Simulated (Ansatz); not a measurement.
Results of G0W0@PBEsol+SOC (Ansatz, an electronic-structure program, plane waves, hard PAW, contour deformation, complete-basis limit, spin–orbit shift from PBEsol) for CaAlHO2 (model structure, started from the SrVO2H type, P4/mmm, No. 123, 5 atoms in the cell).

Settings: largest k mesh 6×6×8 (not extrapolated in the mesh).

Cell (relaxed with PBEsol):

```
CELL_PARAMETERS angstrom
      3.72803     0.00000     0.00000
      0.00000     3.72803     0.00000
      0.00000     0.00000     3.44811
ATOMIC_POSITIONS crystal
  Ca 0.50000 0.50000 0.50000
  Al 0.00000 0.00000 0.00000
  O  0.50000 0.00000 0.00000
  O  0.00000 0.50000 0.00000
  H  0.00000 0.00000 0.50000
```

Predict the band gap.


* **band gap**: 6.32 eV

Note: spin–orbit coupling enters as the shift of the gap found with a semilocal functional; the relaxation could raise the start's symmetry but not lower it, so the cell can be a saddle point.

Computed values are for the static lattice.

Computing time: roughly 3 core-hours.

A model structure was made by putting elements into a prototype or built by hand; it is no filed structure, need not be a known phase, and can be a saddle point held by its symmetry.
